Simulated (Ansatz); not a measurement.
Worked example: self-consistent single point of Ag (Fm-3m, 1 atom in the cell) in Ansatz (a first-principles code).

Computed with PBE (plane waves, PAW; Ansatz).

```
CELL_PARAMETERS angstrom
      0.00000     2.05523     2.05523
      2.05523     0.00000     2.05523
      2.05523     2.05523     0.00000
ATOMIC_POSITIONS crystal
  Ag 0.00000 0.00000 0.00000
```

Reference input (self-consistent single point, DFT, PBE, plane waves, default PAW files): basis.ecutwfc = 420 eV; kpoints.mp_grid.grid = 14 14 14; hamiltonian.xc = pbe; hamiltonian.pseudopotentials = {kind: paw} (the program's default PAW files); scf.occupations.method = fermi_dirac; scf.occupations.width = 0.1 eV. This run's input differs from it in these lines:

Ansatz 0.2 input:
```diff
@@ -11,3 +11,3 @@
   mp_grid:
-    grid: [14, 14, 14]
+    grid: [23, 23, 23]
 hamiltonian:
@@ -18,4 +18,4 @@
   occupations:
-    method: fermi_dirac
-    width: 0.1 eV
+    method: methfessel_paxton
+    width: 0.2 eV
 output:
```

Output, abridged:

```
SCF iter   1: F=—  HF=-7590.547452 eV  |F-HF|=—  |Δ(HF+E_count)|=         —  Δρ=8.01e-4  dr2=1.40e-5  ethr=1.77e-3  ⟨swp⟩=4.0  Hψ=24133  notcnv=0
all-band conjugate gradients solve this SCF's bands
preconditioner: auto → none
SCF iter   2: F=—  HF=-7590.547642 eV  |F-HF|=—  |Δ(HF+E_count)|=   1.90e-4  S|Δr|=    0.00e0  Δρ=4.53e-4  dr2=5.00e-6  ethr=7.39e-8  ⟨swp⟩=2.2  Hψ=11593  notcnv=0
SCF iter   3: F=—  HF=-7590.547684 eV  |F-HF|=—  |Δ(HF+E_count)|=   4.18e-5  S|Δr|=    0.00e0  Δρ=1.90e-4  dr2=5.62e-6  ethr=2.63e-8  ⟨swp⟩=2.0  Hψ=8481  notcnv=0
SCF iter   4: F=—  HF=-7590.547683 eV  |F-HF|=—  |Δ(HF+E_count)|=   1.56e-6  S|Δr|=    0.00e0  Δρ=5.28e-5  dr2=3.81e-7  ethr=2.63e-8  ⟨swp⟩=2.6  Hψ=7163  notcnv=0
SCF iter   5: F=-7590.547683 eV  HF=-7590.547683 eV  |F-HF|=7.68e-9  |Δ(HF+E_count)|=   3.05e-8  S|Δr|=    0.00e0  Δρ=1.18e-5  dr2=1.67e-8  ethr=5.26e-10  ⟨swp⟩=3.1  Hψ=18823  notcnv=0
SCF 1 converged in 5 iterations: F = -7590.547683 eV  dr2 = 1.67e-8
Stability not checked (fill_not_monotonic)
Free energy (F): -7590.547683 eV
Internal energy: -7590.546732 eV  (E = F + TS)
E sigma→0 (E₀):  -7590.547445 eV
Entropy (-TS):   -0.000951 eV (-0.951 meV/atom)
Fermi energy:    16.987721 eV
--- Forces (eV/Å), atoms counted from 1 ---
  atom   1  Ag    -0.00000000     0.00000000    -0.00000000
--- Stress (GPa, compression-positive) ---
        2.700267      -0.000000       0.000000
       -0.000000       2.700267      -0.000000
        0.000000       0.000000       2.700267
  P = ⅓ Tr σ = 2.7003 GPa (27.003 kbar)
  The stress holds the Pulay correction. Without it, at fixed plane waves, as pw.x and ABINIT print it: P = 2.6337 GPa
```

The run converged in 5 iterations. Against the reference run the free energy goes up by 6.1 meV/atom and the pressure hardly changes (2.72 to 2.70 GPa).

The starting cell has typed, rounded lattice constants, without a prior relaxation at this level. Its lattice was rescaled by up to half a per cent. Ansatz's pressure includes its estimate of the finite-basis (Pulay) stress.
